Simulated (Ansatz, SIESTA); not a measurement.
## One structure in several programs: FeNi₃ (Pm-3m, 4 atoms in the cell)

Relaxation of cell and atoms.

```
CELL_PARAMETERS angstrom
      3.55992     0.00000     0.00000
      0.00000     3.55992     0.00000
      0.00000     0.00000     3.55992
ATOMIC_POSITIONS crystal
  Fe 0.00000 0.00000 0.00000
  Ni 0.00000 0.50000 0.50000
  Ni 0.50000 0.00000 0.50000
  Ni 0.50000 0.50000 0.00000
```
Moments meant for the start (each program seeds them in its own way; μB, in the order of the atoms Fe Ni Ni Ni): 4.0 2.0 2.0 2.0.

Shared settings, as Ansatz (a first-principles code) writes them: kpoints.mp_grid.grid = 8 8 8; scf.occupations.method = fermi_dirac; scf.occupations.width = 0.05 eV. Potentials and cutoffs stand in the table.

```csv
code,model,final volume (Å³/atom),size of the net moment (μB/atom),cutoff
Ansatz,"PBE, PAW files",11.14,1.22,420 eV
SIESTA,"GGA PBE, numerical atomic orbitals DZP, PseudoDojo PBE standard norm-conserving potentials (rewritten from UPF to PSML)",10.83,1.23,grid 350 Ry
```

On Ansatz's run: the magnetic order is the one reached from the typed start; others were not searched systematically.

The spread over the programs that give each value: final volume within 0.31 Å³/atom; size of the net moment within 0.01 μB/atom.

SIESTA uses small atom-centred bases, whose incompleteness enters pressures, forces and empty levels differently from a plane-wave cutoff. The programs treat the finite-basis stress differently while the cell relaxes: Ansatz adds an estimate of it.

The starting cell comes from a database of computed structures (which also holds hypothetical and non-ambient phases and stackings), without a prior relaxation at this level. Its lattice was rescaled by a random factor within 2.5 % of one.

Keys are those of Ansatz 0.2.
